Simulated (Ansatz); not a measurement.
**Convergence test for C (I4/mmm, 4 atoms in the cell)**

```yaml
crystal:
  lattice:
    - [-2.20264, 2.20264, 1.26285]
    - [2.20264, -2.20264, 1.26285]
    - [2.20264, 2.20264, -1.26285]
  atoms:
    - { symbol: C, position: [0.18022, 0.18022, 0.36044] }
    - { symbol: C, position: [0.81978, 0.81978, 0.63956] }
    - { symbol: C, position: [0.18022, 0.81978, 0.00000] }
    - { symbol: C, position: [0.81978, 0.18022, 0.00000] }
```

Method of the run: PBE0 (plane waves, PAW; Ansatz, an electronic-structure program).

The starting cell comes from a database of computed structures (which also holds hypothetical and non-ambient phases and stackings), without a prior relaxation at this level. Its lattice was rescaled by a random factor within 2.5 % of one. In the base run, with a pressure of about -17 GPa the cell is away from its equilibrium volume at this level. Ansatz's pressure includes its estimate of the finite-basis (Pulay) stress. Another mesh or the band path of this cell gives a smaller gap, so this value is not converged in the mesh.

Held fixed: basis.ecutwfc = 420 eV; hamiltonian.xc = pbe0; hamiltonian.pseudopotentials = {kind: paw}, with the files named one by one; scf.occupations.method = fixed.

ΔF is the free energy per atom less that of the last row (8 8 8).

The series runs over kpoints.mp_grid.grid = 4 4 4; 5 5 5; 6 6 6; 7 7 7; 8 8 8.

**Question.** From which setting on does the pressure stay within 0.1 GPa of the last one?

**Answer.** From kpoints.mp_grid.grid = 5 5 5 on; the one before it is off by 0.13 GPa. The value it settles on is -16.54 GPa at this level of theory and with the other settings as held.

**Question.** From which setting on does the gap on the mesh stay within 0.01 eV of the last one?

**Answer.** Only the last setting itself: the one before it still differs by 0.18 eV, so the series does not show convergence to this tolerance.

```json
[
 {"kpoints.mp_grid.grid": "4 4 4", "ΔF (meV/atom)": "11.0", "pressure (GPa)": "-16.40", "largest force (eV/Å)": "0.140", "gap on the mesh (eV)": "5.688", "k-points": "13", "iterations": "10"},
 {"kpoints.mp_grid.grid": "5 5 5", "ΔF (meV/atom)": "2.7", "pressure (GPa)": "-16.53", "largest force (eV/Å)": "0.151", "gap on the mesh (eV)": "5.424", "k-points": "18", "iterations": "10"},
 {"kpoints.mp_grid.grid": "6 6 6", "ΔF (meV/atom)": "0.67", "pressure (GPa)": "-16.54", "largest force (eV/Å)": "0.158", "gap on the mesh (eV)": "4.449", "k-points": "30", "iterations": "11"},
 {"kpoints.mp_grid.grid": "7 7 7", "ΔF (meV/atom)": "0.12", "pressure (GPa)": "-16.54", "largest force (eV/Å)": "0.159", "gap on the mesh (eV)": "4.566", "k-points": "40", "iterations": "11"},
 {"kpoints.mp_grid.grid": "8 8 8", "ΔF (meV/atom)": "0.00", "pressure (GPa)": "-16.54", "largest force (eV/Å)": "0.160", "gap on the mesh (eV)": "4.384", "k-points": "59", "iterations": "11"}
]
```

The gap is read on the k-point mesh of the run and can differ from the gap over the whole zone at this level.

Keys are those of Ansatz 0.2.
